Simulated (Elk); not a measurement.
**Worked example: self-consistent single point of RbTl3 (Fm-3m, 4 atoms in the cell) in Elk**

Method: LDA (PW92), all-electron FP-LAPW, Elk's shipped species files, default APW+lo basis in Elk.

Input as run:

```
tasks
  0

xctype
  3

rgkmax
  7.0

stype
  0

swidth
  0.00367493

avec
    0.0000000000    7.9001682496    7.9001682496
    7.9001682496    0.0000000000    7.9001682496
    7.9001682496    7.9001682496    0.0000000000

sppath
  './'

atoms
  2   : nspecies
  'Rb.in'   : spfname
  1   : natoms; atposl, bfcmt below
  0.0000000000  0.0000000000  0.0000000000    0.0 0.0 0.0
  'Tl.in'   : spfname
  3   : natoms; atposl, bfcmt below
  0.2500000000  0.2500000000  0.2500000000    0.0 0.0 0.0
  0.7500000000  0.7500000000  0.7500000000    0.0 0.0 0.0
  0.5000000000  0.5000000000  0.5000000000    0.0 0.0 0.0

ngridk
  7 7 7
```

Output, abridged:

```
│ Elk code version 10.2.4 │

All units are atomic (Hartree, Bohr, etc.)

│ Ground-state run starting from atomic densities │

Lattice vectors :
   0.000000000       7.900168250       7.900168250
   7.900168250       0.000000000       7.900168250
   7.900168250       7.900168250       0.000000000

Unit cell volume      :    986.1410041
Brillouin zone volume :   0.2515362533

Muffin-tin inner radius fraction :   0.1000000000E-01

Nuclei treated as point charges

Species :    1 (Rb)
 parameters loaded from : Rb.in
 name : rubidium
 nuclear charge    :   -37.00000000
 electronic charge :    37.00000000
 atomic mass :    155798.2684
 muffin-tin radius :    2.600000000
 number of radial points in muffin-tin :    597
 atomic positions (lattice), magnetic fields (Cartesian) :
   1 :   0.00000000  0.00000000  0.00000000    0.00000000  0.00000000  0.00000000

Species :    2 (Tl)
 parameters loaded from : Tl.in
 name : thallium
 nuclear charge    :   -81.00000000
 electronic charge :    81.00000000
 atomic mass :    372567.9640
 muffin-tin radius :    2.800000000
 number of radial points in muffin-tin :    697
 atomic positions (lattice), magnetic fields (Cartesian) :
   1 :   0.25000000  0.25000000  0.25000000    0.00000000  0.00000000  0.00000000
   2 :  -0.25000000 -0.25000000 -0.25000000    0.00000000  0.00000000  0.00000000
   3 :   0.50000000  0.50000000  0.50000000    0.00000000  0.00000000  0.00000000

Total number of atoms per unit cell :    4

Spin treatment :
 spin-unpolarised

Number of Bravais lattice symmetries :   48
Number of crystal symmetries         :   48
Crystal has inversion symmetry
Real symmetric eigensolver will be used

k-point grid :      7     7     7
k-point offset :    0.000000000       0.000000000       0.000000000
k-point set is reduced with full crystal symmetry group
Total number of k-points :       20

Muffin-tin radius times maximum |G+k| :    7.000000000
 using average radius
Maximum |G+k| for APW functions       :    2.545454545
Maximum (1/2)|G+k|²                   :    3.239669421
Maximum |G| for potential and density :    12.00000000
 potential will be trimmed for |G| > 2 gkmax
Constant for pseudocharge density :    8
Radial integration step length :    4

G-vector grid sizes :     45    45    45
Number of G-vectors :    28763

Maximum angular momentum used for
 APW functions                      :    8
 outer part of muffin-tin           :    6
 inner part of muffin-tin           :    1

Total nuclear charge    :   -280.0000000
Total core charge       :    214.0000000
Total valence charge    :    66.00000000
Total excess charge     :    0.000000000
Total electronic charge :    280.0000000

Effective Wigner radius, rₛ :   0.9438380007

Number of empty states         :   16
Total number of valence states :   49
Total number of core states    :  214

Total number of local-orbitals :   59

Exchange-correlation functional :      3     0     0
 Perdew-Wang/Ceperley-Alder, Phys. Rev. B 45, 13244 (1992)
 gradient requirement :    0
 local density approximation (LDA)

Smearing type :    0
 Gaussian
Smearing width :   0.3674930000E-02
Effective electronic temperature (K) :    1160.451112

Mixing type :    3
 Broyden mixing, J. Phys. A: Math. Gen. 17, L317 (1984)

Kohn-Sham potential initialised from atomic data

│ Self-consistent loop started │
│ Loop number : 1 │
 total energy                :     -63805.3293287
│ Loop number : 2 │
 total energy                :     -63805.7780106
RMS change in Kohn-Sham potential (target) :   0.9555297421E-01 (  0.1000000000E-05)
Absolute change in total energy (target)   :   0.4486819163     (  0.1000000000E-03)
│ Loop number : 3 │
 total energy                :     -63807.9150381
RMS change in Kohn-Sham potential (target) :   0.8039817795E-01 (  0.1000000000E-05)
Absolute change in total energy (target)   :    2.249197975     (  0.1000000000E-03)
│ Loop number : 4 │
 total energy                :     -63808.6507554
RMS change in Kohn-Sham potential (target) :   0.6761045560E-01 (  0.1000000000E-05)
Absolute change in total energy (target)   :    1.298016800     (  0.1000000000E-03)
│ Loop number : 5 │
 total energy                :     -63809.5810863
RMS change in Kohn-Sham potential (target) :   0.3482327042E-01 (  0.1000000000E-05)
Absolute change in total energy (target)   :    1.254835092     (  0.1000000000E-03)
│ Loop number : 6 │
 total energy                :     -63810.2266917
RMS change in Kohn-Sham potential (target) :   0.1097539074E-01 (  0.1000000000E-05)
Absolute change in total energy (target)   :   0.9593141466     (  0.1000000000E-03)
│ Loop number : 7 │
 total energy                :     -63810.6392232
RMS change in Kohn-Sham potential (target) :   0.2509657829E-03 (  0.1000000000E-05)
Absolute change in total energy (target)   :   0.6523600783     (  0.1000000000E-03)
│ Loop number : 8 │
 total energy                :     -63810.6049372
RMS change in Kohn-Sham potential (target) :   0.1682447880E-03 (  0.1000000000E-05)
Absolute change in total energy (target)   :   0.1288040060     (  0.1000000000E-03)
│ Loop number : 9 │
 total energy                :     -63810.5800316
RMS change in Kohn-Sham potential (target) :   0.3660953308E-04 (  0.1000000000E-05)
Absolute change in total energy (target)   :   0.7295413961E-02 (  0.1000000000E-03)
│ Loop number : 10 │
 total energy                :     -63810.5742147
RMS change in Kohn-Sham potential (target) :   0.3526574936E-05 (  0.1000000000E-05)
Absolute change in total energy (target)   :   0.3993099606E-02 (  0.1000000000E-03)
│ Loop number : 11 │
 total energy                :     -63810.5727004
RMS change in Kohn-Sham potential (target) :   0.3266922975E-05 (  0.1000000000E-05)
Absolute change in total energy (target)   :   0.2512526204E-02 (  0.1000000000E-03)
│ Loop number : 12 │
 total energy                :     -63810.5727276
RMS change in Kohn-Sham potential (target) :   0.8132581089E-06 (  0.1000000000E-05)
Absolute change in total energy (target)   :   0.6009609933E-03 (  0.1000000000E-03)
│ Loop number : 13 │
 total energy                :     -63810.5728416
RMS change in Kohn-Sham potential (target) :   0.9091503000E-07 (  0.1000000000E-05)
Absolute change in total energy (target)   :   0.3627639671E-04 (  0.1000000000E-03)
Convergence targets achieved

│ Loop number : 14 │

Energies :
 Fermi                       :     0.122492620170
 sum of eigenvalues          :     -39327.6618501
 electron kinetic            :      73546.0833280
 core electron kinetic       :      72813.5749655
 Coulomb                     :     -136146.887489
 Coulomb potential           :     -111267.803347
 nuclear-nuclear             :     -3984.71943713
 electron-nuclear            :     -153056.532756
 Hartree                     :      20894.3647046
 Madelung                    :     -80512.9858154
 xc potential                :     -1605.94183083
 exchange                    :     -1180.87966802
 correlation                 :     -28.8890234039
 total energy                :     -63810.5728524

Density of states at Fermi energy :    61.05838049
 (states/Hartree/unit cell)

Estimated indirect band gap :   0.2994786515E-02
 from k-point     18 to k-point      1
Estimated direct band gap   :   0.1027509884E-01
 at k-point     18

Charges :
 core                        :    214.0000000
 valence                     :    66.00000000
 interstitial                :    6.059439375
 muffin-tins (core leakage)
  species :    1 (Rb)
   atom    1                 :    35.40716863     (  0.9295930790E-04)
  species :    2 (Tl)
   atom    1                 :    79.51419594     (  0.3660512919E-04)
   atom    2                 :    79.51419594     (  0.3660512919E-04)
   atom    3                 :    79.50500010     (  0.3654239261E-04)
 total in muffin-tins        :    273.9405606
 total calculated charge     :    280.0000953
 total charge                :    280.0000000
 error                       :   0.9532588314E-04

│ Self-consistent loop stopped │
```

The run converged in 14 iterations. The count includes the last loop, which Elk runs after its targets are met.

The starting cell comes from a database of computed structures (which also holds hypothetical and non-ambient phases and stackings), without a prior relaxation at this level. Its lattice was rescaled by a random factor within 2.5 % of one. Spin-orbit coupling is off. Values depend on the basis (sphere radii, cutoffs, local orbitals), which need not be converged. The log's line on a gap gives a spacing of levels on this mesh, which the program prints for metals too.
